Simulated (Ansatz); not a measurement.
The parent structure is HfN in the rock salt structure (space group Fm-3m, No. 225; relaxed with 0.1 eV smearing).

```
CELL_PARAMETERS angstrom
      0.00000     2.25092     2.25092
      2.25092     0.00000     2.25092
      2.25092     2.25092     0.00000
ATOMIC_POSITIONS crystal
  Hf 0.00000 0.00000 0.00000
  N  0.50000 0.50000 0.50000
```

The values are results of plane-wave PAW DFT at the PBEsol level (Ansatz, an electronic-structure program, 420 eV), no spin-orbit coupling, not measurements.

For the base:

The pressure is 0.0 GPa.

Now apply this change: an isotropic linear strain of −1.00 %, atoms relaxed at fixed cell.

Question: What does the calculation give for the energy relative to the base and pressure after the change?

Answer: The energy rises by 9.4 meV/atom; the pressure goes from zero to 9.1 GPa.

Stability against distortions was not tested. All final runs are without spin polarisation. An odd electron count without spin: HfN.
